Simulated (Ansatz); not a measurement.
**LuAgSe2 (space group R-3m, No. 166; a hypothetical phase, not in the database extracts checked)**

```cif
data_AgLuSe2
_chemical_formula_sum 'Lu1 Ag1 Se2'
_space_group_name_H-M_alt 'P 1'
_space_group_IT_number 1
_cell_length_a 6.74233
_cell_length_b 6.74233
_cell_length_c 6.74233
_cell_angle_alpha 34.824
_cell_angle_beta 34.824
_cell_angle_gamma 34.824
loop_
_space_group_symop_operation_xyz
  'x, y, z'
loop_
_atom_site_label
_atom_site_type_symbol
_atom_site_fract_x
_atom_site_fract_y
_atom_site_fract_z
_atom_site_occupancy
Lu1 Lu 0.00000 0.00000 0.00000 1
Ag1 Ag 0.50000 0.50000 0.50000 1
Se1 Se 0.25143 0.25143 0.25143 1
Se2 Se 0.74857 0.74857 0.74857 1
```

Calculations: Ansatz (an electronic-structure program) PBEsol, without spin-orbit coupling. Settings: 10×10×10 k-points, 0.05 eV Fermi–Dirac smearing.

The volume per atom is 22.30 Å³, the density is 8.20 g/cm³ and the band gap is 1.49 eV, indirect, T → F. The total energy is -8246.631 eV/atom (σ→0; compares only within this code and set-up).

Whether these cells are dynamically stable was not tested.
